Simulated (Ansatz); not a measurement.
Take SnO2 in the rutile structure (space group P4_2/mnm, No. 136; a = 4.722 Å, c = 3.190 Å) as the base. Axes: x, y, z lie along a, b, c of the conventional cell.

The values are results of plane-wave PAW DFT at the LDA level (Ansatz, an electronic-structure program, 420 eV), no SOC, not measurements.

Strains are applied to the cell and any free atomic positions relax.

One change was made to it. Results:

```json
[
 {"quantity": "band gap", "base": "1.16 eV", "after": "0.94 eV"},
 {"quantity": "valence-band top at Γ (three highest levels, from the VBM)", "base": "0.00, -0.80, -0.80 eV", "after": "0.00, -0.73, -0.84 eV"},
 {"quantity": "shortest interatomic distance", "base": "204.4 pm", "after": "206.3 pm"}
]
```

Name the change that was made.
A. uniaxial strain ε_xx = +1.20 %
B. uniaxial strain ε_xx = +2.40 %
C. uniaxial strain ε_xx = +1.80 %

B, uniaxial strain ε_xx = +2.40 %. For comparison, the band gap in the other runs: uniaxial strain ε_xx = +1.20 % gives 1.05 eV; uniaxial strain ε_xx = +1.80 % gives 0.99 eV.

Stability against distortions was not tested.
